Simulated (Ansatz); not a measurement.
An Ansatz (a program for electronic structure) run: HfO2 with a change (pressure 18 GPa); r2SCAN, PAW, 500 eV (Ansatz; no spin-orbit coupling), earlier PAW set.

Input:

Ansatz 0.2 input:
```yaml
crystal:
  lattice:
    - [0, 2.5033113874, 2.5033113874]
    - [2.5033113874, 0, 2.5033113874]
    - [2.5033113874, 2.5033113874, 0]
  atoms:
    - { symbol: Hf, position: [0, 0, 0] }
    - { symbol: O, position: [0.25, 0.25, 0.25] }
    - { symbol: O, position: [0.75, 0.75, 0.75] }
basis: { ecutwfc: 500, ecutrho_ratio: 4, xc_grid: 4, fft_grid_basis: typed }
kpoints: { mp_grid: { grid: [11, 11, 11] } }
hamiltonian:
  xc: r2scan
  dispersion: none
  pseudopotentials: { azcp: { folder: ./paw }, kind: paw }
scf: { occupations: { method: fermi_dirac, width: 0.05 } }
relax: { f_tol: 0.01, max_steps: 60, cell: { stress_tol: 0.02, p_target: 18.0 } }
output: { forces: true, stress: true }
checkpoint: { write: state.ck, write_every: 1000 }
```

Output (explanatory and most iteration lines left out):

```
Relaxation: its limit of steps is 60 (relax.max_steps)
Pseudopotential: Hf, paw, valence charge 26
Pseudopotential: O, paw, valence charge 6
Crystal: 3 atoms, lattice volume = 31.374 Å³
Basis set: ecut = 500 eV, 821 PW (Γ), exchange–correlation on 108×108×108 points (64 copies of the dense FFT grid, shifted against one another)
Bands: 23, of which v1, the nominal top of the filled ones, is band 19 counted from 1 (18 counted from 0)
Symmetry: 48 space group operations
Space group: Fm-3m (ITA 225), of the structure as read, at distance tolerance 3.2e-5 Å
k-points: 56 of 1331
Functional: x = r2scan, c = r2scan; τ floored in thin density (d = 2e-4 eV/Å³)
SCF iter   1: F=—  HF=-16877.045244 eV  |F-HF|=—  |Δ(HF+E_count)|=         —  Δρ=9.07e-2  dr2=1.88e0  dr2_τ=2.02e-1  ethr=3.10e-3  ⟨swp⟩=5.2  Hψ=4958  notcnv=0
SCF iter   2: F=—  HF=-16876.852828 eV  |F-HF|=—  |Δ(HF+E_count)|=   1.92e-1  Δρ=3.38e-2  dr2=2.25e-1  dr2_τ=4.40e-2  ethr=3.10e-3  ⟨swp⟩=2.7  Hψ=3077  notcnv=0
SCF 1 converged in 8 iterations: F = -16876.887714 eV  dr2 = 8.94e-9
relax step   1: F+E_penalty+E_count = -16876.88771402 eV  Δ(F+E_penalty+E_count) = +0.000e0 eV  max|allowed force component| = 7.710e-19 eV/Å  Δτ_max = 0.0000 Å  P = +9.008 GPa  Ω = 31.374 Å³  (8 SCF iters, dr2 threshold 1.00e-7 eV, accepted)
[... steps on the carried basis left out ...]
relax step   5: F+E_penalty+E_count = -16876.81607698 eV  Δ(F+E_penalty+E_count) = +6.628e-4 eV  max|allowed force component| = 8.481e-18 eV/Å  Δτ_max = 0.0000 Å  P = +18.015 GPa  Ω = 30.518 Å³  stress off target by 1.54e-2 GPa  SCF on the basis re-selected at this cell (its energy is not comparable with the rows above)  (7 SCF iters)
SCF converged after 7 iterations
Free energy (F): -16876.816077 eV
Internal energy: -16876.816077 eV  (E = F + TS)
E sigma→0 (E₀):  -16876.816077 eV
Fermi energy:    17.993252 eV
--- Forces (eV/Å), atoms counted from 1 ---
  atom   1  Hf     0.00000000    -0.00000000    -0.00000000
  atom   2  O     -0.00000000    -0.00000000    -0.00000000
  atom   3  O      0.00000000     0.00000000     0.00000000
--- Stress (GPa, compression-positive) ---
       18.015357      -0.000000      -0.000000
       -0.000000      18.015357      -0.000000
       -0.000000      -0.000000      18.015357
  P = ⅓ Tr σ = 18.0154 GPa (180.154 kbar)
--- Relaxed structure (4 steps of the walk, 4 accepted, 1 SCFs on fresh bases) ---
  cell:  # Å, volume = 30.5181 Å³
    - [-5.023718507663009e-34, 2.4803284045874356, 2.4803284045874356]
    - [2.4803284045874356, -1.139691402022317e-33, 2.4803284045874356]
    - [2.4803284045874356, 2.4803284045874356, -7.893845891587466e-34]
  atoms:
    - { symbol: Hf, position: [5.92120426133266e-34, -5.451106749061609e-34, -6.134600357358033e-34] }
    - { symbol: O, position: [0.25, 0.25, 0.25] }
    - { symbol: O, position: [0.7500000000000001, 0.7500000000000001, 0.7500000000000001] }
```

Spin-orbit coupling, missing from the scalar runs, can matter with Hf. Load acts through the strain it causes; cell and atoms are relaxed under it. Stability against distortions was not tested. Competing high-pressure phases were not computed. The cell was made from HfO₂ in the fluorite structure (space group Fm-3m, No. 225) by this change: pressure 18 GPa. This is not the structure that HfO2 has at room temperature and ambient pressure.
